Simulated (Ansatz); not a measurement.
Given:

```xyz
1
Lattice="0.0000 2.0526 2.0526 2.0360 0.0000 2.0526 2.0360 2.0526 0.0000" Properties=species:S:1:pos:R:3 pbc="T T T"
Ag     0.0000     0.0000     0.0000
```

No spin polarisation.

Computed with r2SCAN (Ansatz, a first-principles code), spin-orbit coupling left out. k-mesh 19×19×19 (Γ-centred); smearing 0.05 eV (Fermi–Dirac).

Problem. Predict the pressure, band gap and space group.

Solution. The pressure (mean of the normal stresses, compression positive) is 0.9 GPa, the band gap is zero and the space group comes out as I4/mmm (No. 139).

The cells carry an imposed strain or load. No phonon test of stability was made. The cell was made from Ag in the fcc (Cu type) structure (space group Fm-3m, No. 225) by this change: uniaxial strain ε_xx = −0.81 %.
